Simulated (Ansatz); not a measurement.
A self-consistent single point of a (001) slab of PdIn (cut from a parent of space group no. 221; 6 atoms in the cell) with Ansatz (a first-principles code).

Computed with LDA (PW92), default PAW files made with PBE (plane waves; Ansatz).

```xyz
6
Lattice="3.2685 0.0000 0.0000 0.0000 3.2685 0.0000 0.0000 0.0000 22.1250" Properties=species:S:1:pos:R:3 pbc="T T T"
In     1.6343     1.6343     7.0000
In     1.6343     1.6343    10.2500
In     1.6343     1.6343    13.5000
Pd     0.0000     0.0000     8.6250
Pd     0.0000     0.0000    11.8750
Pd     0.0000     0.0000    15.1250
```

Reference input (self-consistent single point, DFT, LDA (PW92), plane waves, default PAW files made with PBE): basis.ecutwfc = 420 eV; kpoints.mp_grid.grid = 11 11 1; hamiltonian.xc = lda; hamiltonian.pseudopotentials = {kind: paw} (the program's default PAW files); scf.occupations.method = cold; scf.occupations.width = 0.05 eV; efield.axis = 3; efield.dipole_correction = true. This run's input differs from it in these lines:

Ansatz 0.2 input:
```diff
@@ -15,3 +15,3 @@
 kpoints:
-  mp_grid: { grid: [11, 11, 1] }
+  mp_grid: { grid: [10, 10, 1], shift: [0.5, 0.5, 0.0] }
 hamiltonian:
```

Log, with long lists cut:

```
SCF iter   1: F=—  HF=-36906.110266 eV  |F-HF|=—  |Δ(HF+E_count)|=         —  Δρ=9.56e-3  dr2=6.34e-1  ethr=1.77e-3  p=-0.029 e·Å  D=-2.22e-2 V/Å  ΔV_dip=0.49 eV  dr2_dipole=2.87e-1  V_vac-E_F(+/−)=5.00/4.51 eV  ⟨swp⟩=9.3  Hψ=3982  notcnv=0  defer=8
all-band conjugate gradients solve this SCF's bands
efield: sawtooth ramp at fractional position 0.9500 (placed from the atoms, in the widest stretch of the axis that holds none …
   [... lines left out ...]
SCF iter   9: F=—  HF=-36906.054748 eV  |F-HF|=—  |Δ(HF+E_count)|=   2.56e-7  S|Δr|=    0.00e0  Δρ=6.80e-6  dr2=2.26e-7  ethr=2.12e-9  p=-0.036 e·Å  D=-2.76e-2 V/Å  ΔV_dip=0.61 eV  dr2_dipole=9.11e-9  V_vac-E_F(+/−)=5.08/4.47 eV  ⟨swp⟩=2.1  Hψ=1239  [...]
SCF iter  10: F=-36906.054748 eV  HF=-36906.054748 eV  |F-HF|=5.04e-8  |Δ(HF+E_count)|=   1.88e-8  S|Δr|=    0.00e0  Δρ=3.61e-6  dr2=6.53e-8  ethr=1.08e-10  p=-0.036 e·Å  D=-2.76e-2 V/Å  ΔV_dip=0.61 eV  dr2_dipole=1.40e-10  V_vac-E_F(+/−)=5.08/4.47 [...]
SCF 1 converged in 10 iterations: F = -36906.054748 eV  dr2 = 6.53e-8
Stability not checked (fill_not_monotonic)
Free energy (F): -36906.054748 eV
Internal energy: -36906.054327 eV  (E = F + TS)
E sigma→0 (E₀):  -36906.054608 eV
Entropy (-TS):   -0.000421 eV (-0.070 meV/atom)
Fermi energy:    4.606802 eV
Dipole field:    D = -0.027586 V/Å  (p = -0.036034 e·Å, saw-weighted, corrected)
Work function:   Φ+ = 5.0761 eV   Φ− = 4.4657 eV
Levels:          The Fermi level and band energies are counted from a zero that moves with the ramp; work functions are not
--- Forces (eV/Å), atoms counted from 1 ---
  atom   1  In    -0.00000000     0.00000000     0.13808355
  atom   2  In    -0.00000000     0.00000000    -0.07317775
  atom   3  In    -0.00000000     0.00000000     1.20235038
  atom   4  Pd     0.00000000     0.00000000     0.22798853
  atom   5  Pd     0.00000000     0.00000000    -0.08081201
  atom   6  Pd     0.00000000     0.00000000    -1.41449029
```

The run converged in 10 iterations. Against the reference run the free energy falls by 2.9 meV/atom and the largest force goes from 1.446 to 1.414 eV/Å.

The starting cell has typed, rounded lattice constants, without a prior relaxation at this level. The slab is cut from that crystal, and its faces are unrelaxed. Its lattice was rescaled in the plane by a random factor within 2.5 % of one. Spin polarisation is off. Forces in this geometry exceed 1 eV/Å.
